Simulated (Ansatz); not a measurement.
Reference: BN (F-43m), r2SCAN, rigid bands (plane waves, PAW, scalar-relativistic; Ansatz, a first-principles code); axes and stresses refer to this cell.

```yaml
crystal:
  lattice:
    - [0.00000, 1.80284, 1.80284]
    - [1.80284, 0.00000, 1.80284]
    - [1.80284, 1.80284, 0.00000]
  atoms:
    - { symbol: B, position: [0.00000, 0.00000, 0.00000] }
    - { symbol: N, position: [0.25000, 0.25000, 0.25000] }
```

* **Seebeck coefficient, p-type 1e19 cm⁻³**: 395 μV/K
* **Seebeck coefficient, n-type 1e19 cm⁻³**: -281 μV/K
* **hole conductivity mass**: 0.68 mₑ

### Question
After one change the values are Seebeck coefficient, p-type 1e19 cm⁻³ 290 μV/K; Seebeck coefficient, n-type 1e19 cm⁻³ -193 μV/K; hole conductivity mass 0.69 mₑ. What was changed between the two runs?
(A) uniaxial stress along [001] of 9 GPa (compression positive)
(B) hydrostatic pressure of 36 GPa (compression positive)
(C) biaxial stress in (111) of 27 GPa (compression positive)
(D) hydrostatic pressure of 18 GPa (compression positive)

### Answer
A, uniaxial stress along [001] of 9 GPa (compression positive)

Masses are for dilute carriers at 300 K, harmonic means over directions unless an axis is named. Seebeck coefficients are for the stated density at 300 K, with one relaxation time for all states and whether or not that doping can be reached. Spin-orbit coupling is left out unless a row names it. Stresses and pressures are the targets of the relaxation.  The structure type is held under load, also where the real crystal would transform.
